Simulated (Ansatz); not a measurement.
The reference is Sc in the hcp (Mg type) structure (space group P6_3/mmc, No. 194; a = 3.3295 Å, c = 5.1919 Å).

Calculations: r2SCAN (Ansatz, a program for electronic structure), scalar-relativistic without spin-orbit coupling.

Before the change:

```
Item                    Value
-------------------  --------
Lattice parameter a  332.9 pm
Band gap                 zero
```

The change: cell and atoms relaxed at a pressure of 15 GPa.

Question: What does the calculation give for the lattice parameter a after the change?

Answer: The lattice parameter a shrinks by 19.4 pm to 313.5 pm.

Question: What does the calculation give for the band gap after the change?

Answer: The band gap is still zero.

Load acts through the strain it causes; cell and atoms are relaxed under it. No phonon test of stability was made. No other phases were tried under pressure. The final runs are not spin-polarised.
